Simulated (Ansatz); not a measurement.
Take C (space group Pm-3n, No. 223; a = 3.8178 Å; a hypothetical phase, not in the database extracts checked) as the base.

It is then changed as follows: every lattice vector is stretched by 3.77 %, atoms relaxed at fixed cell.

Levels (all Ansatz, a program for electronic structure, PAW): PBEsol (420 eV, no SOC); r2SCAN (500 eV, no spin-orbit coupling).

The geometry is relaxed with PBEsol.

```
Item                 Value
---------------  ---------
PBEsol pressure  -15.5 GPa
```

**Question.** What does r2SCAN give at this geometry for the pressure?

**Answer.** The pressure grows by 8.94 GPa, from -15.5 GPa to -6.5 GPa.

Single points use the geometry relaxed with PBEsol. Their cutoffs differ, which shifts pressures a little. The cells carry an imposed strain or load. Whether these cells are dynamically stable was not tested.
